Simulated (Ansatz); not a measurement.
Structures of equal composition on the (0001) surface of 4H silicon carbide (Si plane on top): 2x2 C adatom at H3; 2x2 C adatom at T1; 2x2 C adatom at T4. The slabs share one bottom face, and each structure is named by its start. These are constructed structures in small cells; real faces may alloy, dewet or reconstruct in larger ones, and not all known structures of the face are among them. Slabs of about 10 Å with all that they carry, Fermi-Dirac smearing of 0.025 eV. Bottom of the slabs: H caps. Relaxed from the named starts with such symmetry as they have, on meshes of like density; energies extrapolated to zero smearing; no spin-orbit coupling, no U. Spin-polarised runs, if any, are marked in brackets, and their order is one that fits the cell; the others ran without spin. Where a second, spin-polarised start was run, the lower counts.

Host crystal: 4H silicon carbide, with a band gap (PBE, scalar-relativistic without spin-orbit coupling).

Level of theory: r2SCAN, at the PBE geometry (plane waves to 500 eV, PAW; Ansatz, a quantum-chemistry and plane-wave program).

Task: Order them by energy per 1x1 cell (lowest first) at the level r2SCAN, at the PBE geometry.

Result: 2x2 C adatom at H3 (0.000 eV), 2x2 C adatom at T4 (0.032 eV), 2x2 C adatom at T1 (1.060 eV)
